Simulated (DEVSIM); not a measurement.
abrupt Si n-p junction

Structure: abrupt Si n-p junction, at 300 K.

```csv
layer (left to right),material,thickness (μm),Nd (cm⁻³),Na (cm⁻³),τn (s),τp (s)
1,Si,95.0,2.4e15,-,1.8e-7,1.8e-7
2,Si,8.10,-,2.4e15,1.8e-7,1.8e-7
```

Left contact: ohmic. Right contact: ohmic. Voltage is applied to the left contact. Recombination: SRH at mid-gap, Auger. Mobility is μmin + (μ − μmin)/(1 + (N/Nref)^α).

The device is made up for the run: typed textbook-type constants, with dimensions and the other settings drawn at random. Values at 300 K.

```tsv
parameter	Si
gap (eV)	1.124
affinity (eV)	4.05
permittivity	11.7
Nc (cm⁻³)	2.86e19
Nv (cm⁻³)	3.1e19
μn (cm²/Vs)	1417
μp (cm²/Vs)	470
μn,min	52
μp,min	45
Nref,n	9.7e16
Nref,p	2.2e17
αn	0.68
αp	0.72
Cn (cm⁶/s)	2.8e-31
Cp (cm⁶/s)	9.9e-32
```

Simulated with DEVSIM: 1D drift-diffusion, Boltzmann statistics, complete ionisation; no tunnelling, impact ionisation, image-force lowering or self-heating.

The potential step across the device at zero bias is 0.637 V, the largest field in the device at zero bias is 15000 V/cm and the dark forward voltage at 1 A/cm² is 0.581 V.

Dark forward current:

```json
[
 {"V (V)": "-0.05", "J (A/cm²)": "-5.7e-8"},
 {"V (V)": "-0.15", "J (A/cm²)": "-7.2e-7"},
 {"V (V)": "-0.20", "J (A/cm²)": "-2.7e-6"},
 {"V (V)": "-0.30", "J (A/cm²)": "-6.0e-5"},
 {"V (V)": "-0.40", "J (A/cm²)": "-0.0023"},
 {"V (V)": "-0.45", "J (A/cm²)": "-0.015"},
 {"V (V)": "-0.55", "J (A/cm²)": "-0.49"},
 {"V (V)": "-0.60", "J (A/cm²)": "-1.5"},
 {"V (V)": "-0.70", "J (A/cm²)": "-5.3"},
 {"V (V)": "-0.80", "J (A/cm²)": "-10"},
 {"V (V)": "-0.85", "J (A/cm²)": "-13"},
 {"V (V)": "-0.95", "J (A/cm²)": "-20"},
 {"V (V)": "-1.05", "J (A/cm²)": "-28"},
 {"V (V)": "-1.10", "J (A/cm²)": "-32"},
 {"V (V)": "-1.20", "J (A/cm²)": "-42"},
 {"V (V)": "-1.25", "J (A/cm²)": "-47"},
 {"V (V)": "-1.35", "J (A/cm²)": "-59"},
 {"V (V)": "-1.45", "J (A/cm²)": "-71"},
 {"V (V)": "-1.50", "J (A/cm²)": "-78"},
 {"V (V)": "-1.60", "J (A/cm²)": "-93"}
]
```

Dark reverse current:

| V (V) | J (A/cm²) |
|---|---|
| 0.40 | 1.3e-7 |
| 1.00 | 2.6e-7 |
| 2.00 | 4.3e-7 |
| 3.00 | 5.8e-7 |
| 4.00 | 7.0e-7 |
| 6.00 | 9.1e-7 |
| 8.00 | 1.1e-6 |
| 10.00 | 1.3e-6 |
| 13.00 | 1.5e-6 |
| 16.00 | 1.7e-6 |
| 20.00 | 1.9e-6 |
